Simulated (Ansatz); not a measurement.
# Sn₃Ge (model structure, P-4m2, No. 115, 4 atoms in the cell): lattice parameter c by level of theory

No measured value is used here.

```json
[
 {"level (code)": "LDA (Ansatz)", "value (Å)": "6.286"},
 {"level (code)": "PBE (Ansatz)", "value (Å)": "6.457"},
 {"level (code)": "PBEsol (Ansatz)", "value (Å)": "6.347"}
]
```

Ansatz's density-functional and Hartree–Fock values are scalar-relativistic unless marked +SOC, with PAW data made under PBE.

A model structure was made by putting elements into a prototype or built by hand; it is no filed structure, need not be a known phase, and can be a saddle point held by its symmetry.

Ansatz is a first-principles code.
